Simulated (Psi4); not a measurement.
Psi4 1.11, PBE/def2-tzvp: Cc1ccsc1, 12 atoms. The geometry is a generated start, not checked to be a minimum at this level.

```yaml
task: energy
method: pbe
basis: def2-tzvp
memory: 3 GB
scf_type: df (default)
guess: auto, which took SAD (default)
diis_max_vecs: 10 (default)
scf_initial_accelerator: adiis (default)
e_convergence: 1e-06 (default)
d_convergence: 1e-06 (default)
dft_radial_points: 75 (default)
dft_spherical_points: 302 (default)
basis_functions: 228
grid_points: 254663
```

It runs on a single node (AMD EPYC (Zen 5), 96 cores on 1 socket, no SMT, 12 L3 cache groups).

Each set of copies ran two to five times on the otherwise empty node; times are medians from launch to the last exit. Processes are pinned to neighbouring cores unless said otherwise. The build: conda-forge: OpenMP (LLVM), MKL, Libint2; another build can shift the numbers. Scratch files lie in a memory file system.

Ways to fill 96 cores (the node offers 329 GiB):
- 48 copies of 2 threads
- 96 copies of 1 thread
- 24 copies of 4 threads
- 2 copies of 48 threads
- 96 threads
- 12 copies of 8 threads
- 4 copies of 24 threads

Which packing maximises jobs per hour, and what does it cost in the time of one job?

96 copies of 1 thread: 12000 jobs an hour; within 8 % of it: 48 copies of 2 threads. At the low end 96 threads gives 1000. One job is done soonest with 96 threads (3.5 s against 30 s).

```csv
way,time till all copies end,jobs an hour,"memory in all, scratch files included"
96 copies of 1 thread,30 s,12000,160 GiB
48 copies of 2 threads,15 s,11000,83 GiB
24 copies of 4 threads,8.6 s,10000,42 GiB
12 copies of 8 threads,5.2 s,8200,21 GiB
4 copies of 24 threads,4.6 s,3100,7.8 GiB
2 copies of 48 threads,4.1 s,1800,4.8 GiB
96 threads,3.5 s,1000,3.2 GiB
```
